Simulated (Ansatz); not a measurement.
## Response to strain in Cu3N

Consider Cu₃N (space group Pm-3m, No. 221; a = 3.8269 Å). Axes: x, y, z lie along the cube axes.

Strains are applied to the cell and any free atomic positions relax.

Computed with DFT with PBE, PAW potentials and a 420 eV plane-wave cutoff in Ansatz (an electronic-structure program), scalar-relativistic without spin-orbit coupling.

Notes on the quantities. energy relative to the base: free energy F.

| variant | energy relative to the base | electron mass | band gap |
|---|---|---|---|
| base | 0 meV/atom | – | 0.22 eV |
| uniaxial strain ε_zz = +0.60 % | +0.4 meV/atom | 2.4 mₑ along x, 0.15 mₑ across (at M) | 0.24 eV |
| uniaxial strain ε_zz = +1.20 % | +1.4 meV/atom | 2.3 mₑ along x, 0.15 mₑ across (at M) | 0.26 eV |
| uniaxial strain ε_zz = +1.80 % | +3.2 meV/atom | 2.3 mₑ along x, 0.15 mₑ across (at M) | 0.28 eV |
| uniaxial strain ε_zz = +2.40 % | +5.5 meV/atom | 2.3 mₑ along x, 0.16 mₑ across (at M) | 0.29 eV |
| uniaxial strain ε_zz = +3.00 % | +8.4 meV/atom | 2.2 mₑ along x, 0.16 mₑ across (at M) | 0.31 eV |

Effective masses come from finite differences of ±0.01 Å⁻¹. No phonon test of stability was made. The final runs are not spin-polarised. A zero or small gap of Cu3N can be the functional's error rather than a property of the material.
